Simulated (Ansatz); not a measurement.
A 16-atom cell of (Au,Pt) started in the face-centred cubic structure, site fractions Au 0.500, Pt 0.500, short-range order 0.00 among the nearest mixed sites of the first mixed sublattice (0 is random, a negative value favours unlike neighbours), space group C2 at the end. The mixed sublattice has 16 sites.

The mixing enthalpy is taken against the end members in the face-centred cubic type, relaxed in the same cell and mesh.

Calculation: PBE (plane waves to 420 eV, PAW; Ansatz, a program for electronic structure). No spin–orbit coupling. Its k-point mesh 6×6×6, Fermi–Dirac width 0.05 eV.

```tsv
cell	energy at zero smearing (eV)
Au	-210389.233
Pt	-200368.181
AuPt	-205377.879
```

Problem. Work out the mixing enthalpy per mixed site and the interaction parameter Ω of a regular solution.

Solution. With x = 8/16 of the second end member, ΔH = [-205377.879 − 8/16 × (-210389.233) − 8/16 × (-200368.181)] / 16 = 51.8 meV against the separate end members. Ω = ΔH / x(1 − x) = 207 meV.
